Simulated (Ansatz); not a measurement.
# K: element substitutions

Base system: K in the bcc (W type) structure (space group Im-3m, No. 229).

```yaml
crystal:
  lattice:
    - [-2.60616, 2.60616, 2.60616]
    - [2.60616, -2.60616, 2.60616]
    - [2.60616, 2.60616, -2.60616]
  atoms:
    - { symbol: K, position: [0.00000, 0.00000, 0.00000] }
```

Each row replaces one element on all its sites; cell and atoms are relaxed.

All numbers come from PBEsol (Ansatz, an electronic-structure program; PAW; 420 eV plane waves; no spin-orbit coupling).

Candidates:
(a) K → Cs
(b) K → Li
(c) K → Rb

For the base:

| Quantity | Value |
|---|---|
| Volume per atom | 70.80 Å³ |

Problem. Order them by volume per atom, lowest first.

Solution. (b) K → Li (20.25 Å³), (c) K → Rb (86.15 Å³), (a) K → Cs (107.87 Å³)

Stability against distortions was not tested. The final runs are not spin-polarised.
